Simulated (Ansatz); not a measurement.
Consider CuAu (space group P4/mmm, No. 123; a = 2.813 Å, c = 3.593 Å; relaxed with 0.1 eV smearing). Axes: x, y, z lie along a, b, c of the conventional cell.

Level of theory: PBEsol in Ansatz (plane waves to 420 eV, PAW, no SOC).

Modification: the cell is compressed by 3.00 % along z with no lateral relaxation, atoms relaxed at fixed cell.

Predict the stress tensor and what it implies for the stiffness.

Stress of the strained cell less that of the base (GPa, compression positive):
```
    5.4     0.0     0.0
    0.0     5.4     0.0
    0.0     0.0     5.9
```

Then −Δσ_ii/ε with ε = -0.0300 gives secant stiffness values (nonlinear terms included at this strain): C33 ≈ 197 GPa, C13 ≈ 180 GPa and C23 ≈ 180 GPa.

As a check, the harmonic strain energy −½ V₀ Δσ:ε is 7.9 meV/atom; the computed energy rise is 7.7 meV/atom.

Whether these cells are dynamically stable was not tested. The final runs are not spin-polarised.

Ansatz is a first-principles code.
